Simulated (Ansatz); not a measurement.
Band structure of HgF (I4/mmm, 4 atoms in the cell).

```yaml
crystal:
  lattice:
    - [-1.79874, 1.79874, 5.42997]
    - [1.79874, -1.79874, 5.42997]
    - [1.79874, 1.79874, -5.42997]
  atoms:
    - { symbol: Hg, position: [0.88452, 0.88452, 0.00000] }
    - { symbol: Hg, position: [0.11548, 0.11548, 0.00000] }
    - { symbol: F, position: [0.68815, 0.68815, 0.00000] }
    - { symbol: F, position: [0.31185, 0.31185, 0.00000] }
```

Computed with PBEsol, PAW files made with PBE (plane waves; Ansatz, an electronic-structure program).

Settings: kpoints.mp_grid.grid = 9 9 9; hamiltonian.xc = pbesol; hamiltonian.pseudopotentials = {kind: paw} (an earlier, softer set of the program's PAW files); scf.occupations.method = fixed; kpoints.band_path.npoints = 8.

The starting cell comes from a database of computed structures (which also holds hypothetical and non-ambient phases and stackings), without a prior relaxation at this level. Its lattice was rescaled by a random factor within 2.5 % of one. Spin-orbit coupling is off.

### Question
Predict the gap along the standard path and the places of the band edges.

### Answer
The gap along the path is 1.51 eV, from Y to Z; the smallest direct gap on it is 2.66 eV.

Levels in eV from the top of the valence band on the path, bands 24 to 31:
```tsv
point	24	25	26	27	28	29	30	31
Γ	-2.34	-2.34	-2.23	-2.23	3.86	6.09	9.85	9.85
X	-2.51	-2.43	-2.00	-0.01	4.63	5.00	5.43	8.26
Y	-2.50	-2.19	-1.91	0.00	4.51	5.01	5.50	8.39
S	-1.95	-1.75	-1.21	-0.46	3.78	3.79	7.23	9.68
Z	-2.33	-2.33	-2.25	-1.16	1.51	8.32	10.20	10.20
S1	-1.95	-1.75	-1.21	-0.46	3.78	3.79	7.23	9.68
N	-1.85	-1.78	-1.52	-0.29	3.31	4.72	6.36	9.97
P	-2.52	-2.48	-2.02	0.00	4.58	5.22	5.22	8.34
Y1	-2.50	-2.19	-1.91	0.00	4.51	5.01	5.50	8.39
```

Keys are those of Ansatz 0.2.
